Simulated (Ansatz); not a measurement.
The reference is AlNi in the CsCl type structure (space group Pm-3m, No. 221; a = 2.893 Å; non-magnetic). Axes: x, y, z lie along the cube axes.

All numbers come from Ansatz (a program for electronic structure) PBE, spin-orbit coupling left out.

It is then changed as follows: an isotropic linear strain of −1.48 %, atoms relaxed at fixed cell.

Problem. Predict the stress tensor and what it implies for the stiffness.

Solution. Stress of the strained cell less that of the base (GPa, compression positive):
```
    7.9     0.0     0.0
    0.0     7.9     0.0
    0.0     0.0     7.9
```

Then B = −ΔP/(ΔV/V₀) with ΔV/V₀ = -0.0437 gives secant stiffness values (nonlinear terms included at this strain): B ≈ 179 GPa.

As a check, the harmonic strain energy −½ V₀ Δσ:ε is 13 meV/atom; the computed energy rise is 12 meV/atom.

No phonon test of stability was made. Starting moments died away, wholly or in part, for the base; another magnetic solution may exist. The final runs are not spin-polarised.
